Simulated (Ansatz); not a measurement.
System: corundum Ga₂O₃ (metastable phase). Method: LDA in Ansatz (plane waves, PAW).

Numerical settings: plane-wave cutoff 520 eV, 8×8×8 k mesh, Fermi–Dirac smearing 0.01 eV, scalar-relativistic PAW data made under PBE.

Cell (relaxed at this level):

```cif
data_Ga4O6
_chemical_formula_sum 'Ga4 O6'
_space_group_name_H-M_alt 'P 1'
_space_group_IT_number 1
_cell_length_a 5.27629
_cell_length_b 5.27629
_cell_length_c 5.27629
_cell_angle_alpha 55.949
_cell_angle_beta 55.949
_cell_angle_gamma 55.949
loop_
_space_group_symop_operation_xyz
  'x, y, z'
loop_
_atom_site_label
_atom_site_type_symbol
_atom_site_fract_x
_atom_site_fract_y
_atom_site_fract_z
_atom_site_occupancy
Ga1 Ga 0.85577 0.85577 0.85577 1
Ga2 Ga 0.35577 0.35577 0.35577 1
Ga3 Ga 0.14423 0.14423 0.14423 1
Ga4 Ga 0.64423 0.64423 0.64423 1
O1 O 0.44726 0.05274 0.75000 1
O2 O 0.05274 0.75000 0.44726 1
O3 O 0.55274 0.94726 0.25000 1
O4 O 0.25000 0.55274 0.94726 1
O5 O 0.94726 0.25000 0.55274 1
O6 O 0.75000 0.44726 0.05274 1
```

Problem. Give the computed bulk modulus B0, band gap, smallest direct gap on the k points sampled and pressure derivative B′ of the bulk modulus.

Solution. 
* **bulk modulus B0**: 238 GPa
* **band gap**: 3.04 eV (indirect)
* **smallest direct gap on the k points sampled**: 3.31 eV
* **pressure derivative B′ of the bulk modulus**: 4.4

Measured, for comparison: bulk modulus 220 ± 9 GPa (room temperature, no zero-point or thermal correction, equation of state from high-pressure X-ray diffraction, our sources range from 220 to 252; as tabulated in Phys. Rev. B 77, 094123 (2008), gallium oxide under pressure (UNLV record)). Computed (rounded) less measured: bulk modulus not scored (sources differ).

Note: the bulk modulus comes from volumes at which shape and atoms were relaxed.

Spin–orbit coupling is not included.

The computed numbers hold no vibrational or temperature effects.

Computing time: about 13 core-minutes (a rough figure).

Ansatz is a first-principles code.
